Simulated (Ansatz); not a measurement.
**Mo, response to strain**

Base system: Mo in the bcc (W type) structure (space group Im-3m, No. 229; a = 3.1506 Å). Axes: x, y, z lie along the cube axes.

Strains are applied to the cell and any free atomic positions relax; under biaxial strain the out-of-plane vector relaxes too.

All numbers come from plane-wave PAW DFT at the r2SCAN level (Ansatz, a first-principles code, 500 eV), without spin-orbit coupling.

Notes on the quantities. energy relative to the base: free energy F; pressure: mean of the normal stresses, compression positive.

```csv
case,energy relative to the base,pressure,space group,volume per atom
base,0 meV/atom,0.0 GPa,Im-3m (No. 229),15.64 Å³
"biaxial strain −3.71 %, plane normal [001], relaxed out of plane",+78 meV/atom,14.9 GPa,I4/mmm (No. 139),14.91 Å³
"biaxial strain −2.89 %, plane normal [001], relaxed out of plane",+46 meV/atom,11.5 GPa,I4/mmm (No. 139),?
isotropic strain −5.29 %,+0.397 eV/atom,62.2 GPa,Im-3m (No. 229),13.28 Å³
uniaxial strain ε_xx = +1.06 %,?,?,I4/mmm (No. 139),15.80 Å³
uniaxial strain ε_yy = −2.73 %,+18 meV/atom,8.1 GPa,I4/mmm (No. 139),15.21 Å³
uniaxial strain ε_zz = −0.75 %,+1.3 meV/atom,2.1 GPa,I4/mmm (No. 139),15.52 Å³
uniaxial strain ε_zz = +5.83 %,+71 meV/atom,-13.2 GPa,I4/mmm (No. 139),16.55 Å³
tensor shear ε_xz = +0.68 %,?,0.0 GPa,Fmmm (No. 69),15.64 Å³
tensor shear ε_yz = −3.10 %,+19 meV/atom,0.8 GPa,Fmmm (No. 69),15.62 Å³
```

Some entries are withheld; estimate them.


- biaxial strain −2.89 %, plane normal [001], relaxed out of plane, volume per atom: 15.06 Å³
- uniaxial strain ε_xx = +1.06 %, energy relative to the base: +2.6 meV/atom
- uniaxial strain ε_xx = +1.06 %, pressure: -2.8 GPa
- tensor shear ε_xz = +0.68 %, energy relative to the base: +0.9 meV/atom

Without a gap, meshes like the base's 21×21×21 leave anisotropic stresses uncertain by several tenths of a GPa, and small strain energies with them. Whether these cells are dynamically stable was not tested. The final runs are not spin-polarised.
